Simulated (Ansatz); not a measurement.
**NaMgF3, pressure series**

Base system: NaMgF3 in the cubic perovskite structure (space group Pm-3m, No. 221; a cell from a computed database, its experimental status unchecked).

```
CELL_PARAMETERS angstrom
      3.88736     0.00000     0.00000
      0.00000     3.88736     0.00000
      0.00000     0.00000     3.88736
ATOMIC_POSITIONS crystal
  Na 0.00000 0.00000 0.00000
  Mg 0.50000 0.50000 0.50000
  F  0.50000 0.50000 0.00000
  F  0.00000 0.50000 0.50000
  F  0.50000 0.00000 0.50000
```

Cell and atoms are relaxed at each pressure.

Method: r2SCAN, PAW, 500 eV (Ansatz, a first-principles code; no SOC).

| pressure (GPa) | volume per atom (Å³/atom) |
|---|---|
| -2 | 12.068 |
| -1 | 11.903 |
| 0 | 11.749 |
| 3 | 11.343 |
| 7 | 10.898 |
| 30 | 9.336 |
| 50 | ? |
| 75 | 7.893 |
| 100 | 7.406 |

Task: Fit the third-order Birch–Murnaghan form P(V) = (3B₀/2)[(V₀/V)^(7/3) − (V₀/V)^(5/3)]·[1 + (3/4)(B₀′ − 4)((V₀/V)^(2/3) − 1)] (squares taken in P) to the rows shown and predict the withheld row.

Result: Least squares on the printed values gives V₀ = 11.748 Å³/atom, B₀ = 79.5 GPa, B₀′ = 4.3; this predicts 8.559 Å³/atom, and the run gives 8.559 Å³/atom, in agreement.

Load acts through the strain it causes; cell and atoms are relaxed under it. No phonon test of stability was made. Competing high-pressure phases were not computed. Many cubic perovskites are stable only at high temperature; tilts and polar distortions were not tested.
